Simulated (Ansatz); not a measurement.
Here is the system:

```yaml
crystal:
  lattice:
    - [3.16779, 0.00000, 0.00000]
    - [1.58390, 2.74339, 0.00000]
    - [0.00000, 0.00000, 4.98390]
  atoms:
    - { symbol: Al, position: [0.33333, 0.33333, 0.99861] }
    - { symbol: Al, position: [0.66667, 0.66667, 0.49861] }
    - { symbol: N, position: [0.33333, 0.33333, 0.38339] }
    - { symbol: N, position: [0.66667, 0.66667, 0.88339] }
```

No spin polarisation.

Calculations: plane-wave PAW DFT at the PBE level (Ansatz, a program for electronic structure, 420 eV), no spin-orbit coupling. Γ-centred 12×12×7 mesh, Fermi–Dirac width 0.05 eV.

Task: Predict the space group and gap character.

Result: 
```json
{
  "space_group": "P6_3mc (No. 186)",
  "gap_character": "direct at Γ"
}
```

The cells carry an imposed strain or load. Stability against distortions was not tested. The cell was made from AlN in the wurtzite structure (space group P6_3mc, No. 186) by this change: biaxial strain +1.20 %, plane normal [001], relaxed out of plane.
